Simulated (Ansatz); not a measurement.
## NbAs, element substitutions

Take NbAs (space group I4_1md, No. 109; a = 3.474 Å, c = 11.749 Å) as the base.

Each row replaces one element on all its sites; cell and atoms are relaxed.

All numbers come from PBE (Ansatz, a first-principles code; PAW; 420 eV plane waves; no spin-orbit coupling).

Candidates:
(a) Nb → Ta
(b) As → P
(c) Nb → Be

For the base:

| Quantity | Result |
|---|---|
| Lattice parameter a | 3.474 Å |

**Question.** Order them by lattice parameter a, highest first.

**Answer.** (a) Nb → Ta (3.463 Å), (b) As → P (3.347 Å), (c) Nb → Be (3.319 Å)

No phonon test of stability was made. As relaxed here, BeAs is a hypothetical phase, not in the database extracts checked. All final runs are without spin polarisation.
